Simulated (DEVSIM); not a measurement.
Device: abrupt Si p-n junction, at 300 K.

```
layer (left to right)  material  thickness (μm)  Nd (cm⁻³)  Na (cm⁻³)   τn (s)   τp (s)
---------------------  --------  --------------  ---------  ---------  -------  -------
1                            Si            2.10          -     6.1e16  0.00014  0.00014
2                            Si            93.0       3e15          -  0.00014  0.00014
```

Left contact: ohmic. Right contact: ohmic. Voltage is applied to the left contact. Recombination: SRH at mid-gap, radiative, Auger. Mobility is μmin + (μ − μmin)/(1 + (N/Nref)^α).

Constants are typed, rounded textbook-type inputs, not results; the design itself was drawn at random and stands for no fabricated device. Values at 300 K.

```csv
parameter,Si
gap (eV),1.124
affinity (eV),4.05
permittivity,11.7
Nc (cm⁻³),2.86e19
Nv (cm⁻³),3.1e19
μn (cm²/Vs),1417
μp (cm²/Vs),470
"μn,min",52
"μp,min",45
"Nref,n",9.7e16
"Nref,p",2.2e17
αn,0.68
αp,0.72
B (cm³/s),4.7e-15
Cn (cm⁶/s),2.8e-31
Cp (cm⁶/s),9.9e-32
```

DEVSIM, 1D drift-diffusion, Boltzmann statistics, complete ionisation; no tunnelling, impact ionisation, image-force lowering or self-heating.

Base results: dark forward voltage at 100 A/cm² (V) 1.029; dark forward voltage at 1 A/cm² (V) 0.631; potential step across the device at zero bias (V) 0.726; largest field in the device at zero bias (V/cm) 25000.

Question: What follows from this one change: doping Na of layer 1 6.1e+16 → 6.1e+15 cm^-3?

Answer: dark forward voltage at 100 A/cm² 1.029 → 1.294 V; dark forward voltage at 1 A/cm² 0.631 → 0.571 V; potential step across the device at zero bias 0.726 → 0.667 V; largest field in the device at zero bias 25000 → 20000 V/cm.

Question: What follows from this one change: thickness of layer 2 93 → 280 μm?

Answer: dark forward voltage at 100 A/cm² 1.029 → 1.490 V; dark forward voltage at 1 A/cm² 0.631 → 0.657 V; potential step across the device at zero bias little changed (0.726 V); largest field in the device at zero bias little changed (25000 V/cm).

Question: What follows from this one change: thickness of layer 1 2.1 → 0.73 μm?

Answer: dark forward voltage at 100 A/cm² 1.029 → 1.103 V; dark forward voltage at 1 A/cm² 0.631 → 0.609 V; potential step across the device at zero bias little changed (0.726 V); largest field in the device at zero bias little changed (25000 V/cm).

Question: What follows from this one change: constant mobility in place of the doping-dependent one?

Answer: dark forward voltage at 100 A/cm² 1.029 → 1.040 V; dark forward voltage at 1 A/cm² 0.631 → 0.620 V; potential step across the device at zero bias little changed (0.726 V); largest field in the device at zero bias little changed (25000 V/cm).
